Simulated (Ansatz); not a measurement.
Worked calculations on one periodic cell of amorphous Si16Ge8O48: Si16Ge8O48, 72 atoms, volume 1073.2 Å³, made by a melt-quench on the CHGNet potential and relaxed with DFT. O atoms were pushed apart under 1.9 Å during the dynamics, to hinder bonds among them. It is a model cell: composition and starting density were chosen by hand, and all elements were melted together. Cycles of charging were run to anneal it. The numbers are results of PBE, scalar-relativistic without spin-orbit coupling (plane waves to 420 eV, PAW; Ansatz, a program for electronic structure), not measurements. Sampling: a 2×2×2 Γ-centred mesh; Fermi-Dirac width 0.02 eV; no spin polarisation. Its volume was relaxed, its shape was free, and it stands at a mean pressure of 0.1 GPa with stress components up to 0.1 GPa; the relaxation ran on the zone centre alone. Its density went from a set 2.89 to 2.78 g/cm³. The cell is small and was quenched far faster than a real film, so it is one sample of the glass.

**Question.** Count formal charges (Si +4, Ge +4, O -2). What does the count lead one to expect at the Fermi level, and what does the calculation give?

**Answer.** 16 × (+4) + 8 × (+4) + 48 × (-2) = 0. The charges balance, so the anion-derived valence states can be full and a gap can open. On this mesh the highest filled and lowest empty level lie 3.12 eV apart; localised defect or tail levels set that (at the zone centre the more localised edge state sits most on one O atom with neighbours Si 1.61 Å, Ge 1.81 Å), and the nearest spread-out levels lie 3.9 eV apart.

Four energies for an added electron at PBE on the zone centre alone (charged cells in a uniform background, spin-polarised): neutral at the neutral geometry -71815.313 eV; charged at the neutral geometry -71809.652 eV; charged and relaxed -71809.809 eV; neutral at the charged geometry -71815.055 eV.

**Question.** Find the two relaxation energies and their sum, the reorganisation energy.

**Answer.** On charging: -71809.652 − (-71809.809) = 0.157 eV. On discharging: -71815.055 − (-71815.313) = 0.258 eV. The sum is 0.415 eV. The carrier's level spreads over 22 of the 72 atoms' worth, so it counts as partly localised, most on one Ge atom with neighbours O 1.74 Å, O 1.80 Å, O 1.81 Å, O 1.81 Å (neutral geometry). The values are uncorrected: the image energy of a point charge in this cell, 2.84 × 14.40 / (2 × 10.2) = 2.0 eV before screening, is screened by electrons alone at the fixed geometry and by ions too after relaxing, and the carrier can be spread before it relaxes, so each term can be off by up to that value times 1/ε∞, some tenths of an eV. PBE's self-interaction favours spread-out carriers, so a hybrid can localise more.

Four energies for a hole at PBE on the zone centre alone (charged cells in a uniform background, spin-polarised): neutral at the neutral geometry -71815.313 eV; charged at the neutral geometry -71817.343 eV; charged and relaxed -71817.741 eV; neutral at the charged geometry -71814.461 eV.

**Question.** Find the two relaxation energies and their sum, the reorganisation energy.

**Answer.** On charging: -71817.343 − (-71817.741) = 0.398 eV. On discharging: -71814.461 − (-71815.313) = 0.852 eV. The sum is 1.250 eV. The carrier's level spreads over 4 of the 72 atoms' worth, so it counts as localised, most on one O atom with neighbours Ge 1.73 Å, Ge 1.91 Å (neutral geometry). The values are uncorrected: the image energy of a point charge in this cell, 2.84 × 14.40 / (2 × 10.2) = 2.0 eV before screening, is screened by electrons alone at the fixed geometry and by ions too after relaxing, and the carrier can be spread before it relaxes, so each term can be off by up to that value times 1/ε∞, some tenths of an eV. PBE's self-interaction favours spread-out carriers, so a hybrid can localise more.
